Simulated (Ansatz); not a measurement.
Start from ZnCu in the CsCl type structure (space group Pm-3m, No. 221; a = 2.908 Å; relaxed with 0.1 eV smearing). Axes: x, y, z lie along the cube axes.

Computed with PBEsol (Ansatz, a program for electronic structure; PAW; 420 eV plane waves; no SOC).

Base values:

The pressure is 0.0 GPa.

Perturbation: biaxial strain +0.50 %, plane normal [001], relaxed out of plane (Cartesian); in-plane vectors clamped, the third vector and the atoms free.

Question: Estimate the effect on the energy relative to the base, out-of-plane strain and pressure.

Answer: The energy stays essentially unchanged; the out-of-plane strain comes out as -0.96 %; the pressure (mean of the normal stresses, compression positive) remains 0.0 GPa.

Whether these cells are dynamically stable was not tested. The final runs are not spin-polarised.
